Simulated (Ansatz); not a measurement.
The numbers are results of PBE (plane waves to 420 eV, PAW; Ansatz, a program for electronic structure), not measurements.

Electrostatic potential energy of an electron, averaged over planes parallel to the surface, in eV from the highest filled level, for the (001) surface of zinc-blende InAs, c(4x4): three As ad-dimers on a full As plane (bottom of the slab: anion dimers, one H a dimer):

(z (Å), V (eV)): (3.79, 4.79); (4.08, 4.79); (4.38, 4.79); (4.67, 4.79); (4.96, 4.79); (5.25, 4.79); (5.54, 4.79); (5.83, 4.79); (6.12, 4.79); (6.42, 4.78); (6.71, 4.77); (7.00, 4.74); (7.29, 4.68); (7.58, 4.53); (7.88, 4.15); (8.17, 3.41); (8.46, 2.75); (8.75, 1.71); (9.04, 0.79); (9.33, 0.51); (9.62, 0.04); (9.92, -1.02); (10.21, -2.47); (10.50, -3.61); (10.79, -4.00); (11.08, -3.72); (11.38, -2.61); (11.67, -1.45); (11.96, -0.78); (12.25, 0.14); (12.54, 0.57); (12.83, -0.16); (13.12, -1.18); (13.42, -2.05); (13.71, -3.20); (14.00, -3.83); (14.29, -3.55); (14.58, -2.46); (14.88, -1.54); (15.17, -0.64); (15.46, 0.30); (15.75, 0.29); (16.04, -0.68); (16.33, -1.62); (16.62, -2.51); (16.92, -3.58); (17.21, -3.91); (17.50, -3.38); (17.79, -2.19); (18.08, -0.99); (18.38, -0.27); (18.67, 0.11); (18.96, -0.33); (19.25, -1.19); (19.54, -1.84); (19.83, -2.69); (20.12, -3.39); (20.42, -3.36); (20.71, -2.95); (21.00, -1.91); (21.29, -0.52); (21.58, -0.18); (21.88, -0.27); (22.17, -0.73); (22.46, -0.82); (22.75, -0.07); (23.04, 1.07); (23.33, 1.54); (23.62, 2.18); (23.92, 3.53); (24.21, 4.38); (24.50, 4.74); (24.79, 4.90); (25.08, 4.97); (25.38, 5.01); (25.67, 5.02); (25.96, 5.03); (26.25, 5.03); (26.54, 5.03); (26.83, 5.03); (27.12, 5.03); (27.42, 5.03)

Slab: 82 atoms, 15.2 Å thick at the start with caps and adatoms; k 2x3x1, smearing 0.025 eV, dipole-corrected; 16 atoms held, the rest relaxed; no symmetry held; no spin, no spin-orbit, no U. It is one candidate, not shown to be the stable structure of the face.

The vacuum level lies 5.03 eV above the highest filled level over the top face and 4.79 eV above it under the bottom face.
